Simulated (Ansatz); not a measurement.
Take AlPt$_{3}$ in the Cu3Au type structure (space group Pm-3m, No. 221; a = 3.8741 Å; a cell from a computed database, its experimental status unchecked) as the base.

Levels (all Ansatz, a first-principles code, PAW): PBEsol (420 eV, without spin-orbit coupling); PBEsol+SOC (420 eV, noncollinear with spin-orbit coupling).

The geometry is relaxed with PBEsol.

PBEsol pressure: 0.0 GPa

Q: What does PBEsol+SOC give at this geometry for the pressure?

A: The pressure goes from zero to -0.3 GPa.

Single points use the geometry relaxed with PBEsol. Differences between runs with and without spin-orbit coupling are approximate. Stability against distortions was not tested. The base started in P4/mbm and relaxed to Pm-3m at this level. The runs without spin-orbit coupling are not spin-polarised.
